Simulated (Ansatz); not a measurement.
GeSi3 (model structure, P-4m2, No. 115, 4 atoms in the cell): properties by level of theory

| level (code) | lattice constant a (Å) | c axis length (Å) | bulk modulus B0 (GPa) | cohesive energy (eV/atom) | band gap (eV) |
|---|---|---|---|---|---|
| LDA (Ansatz) | 3.853 | 5.446 | [?] | 5.11 | 0.22 |
| PBE (Ansatz) | 3.912 | 5.532 | [?] | 4.34 | [?] |
| PBEsol (Ansatz) | 3.880 | 5.484 | [?] | 4.73 | 0.24 |

Some entries are withheld; supply them.


- LDA (Ansatz, a quantum-chemistry and plane-wave program), bulk modulus B0 (GPa): 90.9
- PBE (Ansatz), bulk modulus B0 (GPa): 81.6
- PBE (Ansatz), band gap (eV): 0.38
- PBEsol (Ansatz), bulk modulus B0 (GPa): 87.6

Computed values are for a static lattice. Spin–orbit coupling is included only where a level's name says +SOC; with heavier elements it mostly lowers gaps and can invert bands.  Each level is taken at its own relaxed cell. Ansatz's density-functional and Hartree–Fock values are scalar-relativistic unless marked +SOC, with PAW data made under PBE.

Caveats: the bulk modulus is −V dP/dV from two relaxed cells at ±2 % in volume (LDA, PBE, PBEsol). Ansatz's density-functional and Hartree–Fock values are scalar-relativistic unless marked +SOC, with PAW data made under PBE.

Free atoms are spin-polarised, in the lowest state found; at levels without +SOC their spin–orbit coupling is left out.

The computed numbers hold no vibrational or temperature effects.

A model structure was made by putting elements into a prototype or built by hand; it is no filed structure, need not be a known phase, and can be a saddle point held by its symmetry.
